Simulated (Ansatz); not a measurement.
# ScBeNO (model structure, started from the LaZnOP type, P4/nmm, No. 129, 8 atoms in the cell)

Method: r²SCAN in Ansatz (PAW).

Settings: plane-wave cutoff 560 eV, 10×10×6 k mesh (along the axes of the cell as run), Fermi–Dirac smearing 0.01 eV, scalar-relativistic PAW data made under PBE.

Cell (relaxed with PBEsol):

```
CELL_PARAMETERS angstrom
      3.32250     0.00000     0.00000
      0.00000     3.32250     0.00000
      0.00000     0.00000     6.81555
ATOMIC_POSITIONS crystal
  Sc 0.00000 0.50000 0.83669
  Sc 0.50000 0.00000 0.16331
  Be 0.00000 0.00000 0.50000
  Be 0.50000 0.50000 0.50000
  N  0.50000 0.00000 0.60853
  N  0.00000 0.50000 0.39147
  O  0.50000 0.50000 0.00000
  O  0.00000 0.00000 0.00000
```

| Quantity | Result |
|---|---|
| band gap | 3.25 eV (indirect) |
| smallest direct gap on the k points sampled | 3.62 eV |
| direct gap at Γ | 4.35 eV |

Note: the relaxation could raise the start's symmetry but not lower it, so the cell can be a saddle point; cell and atoms aren't relaxed at this level (pressure 2.2 GPa).

A model structure was made by putting elements into a prototype or built by hand; it is no filed structure, need not be a known phase, and can be a saddle point held by its symmetry.

Ansatz is a first-principles code.
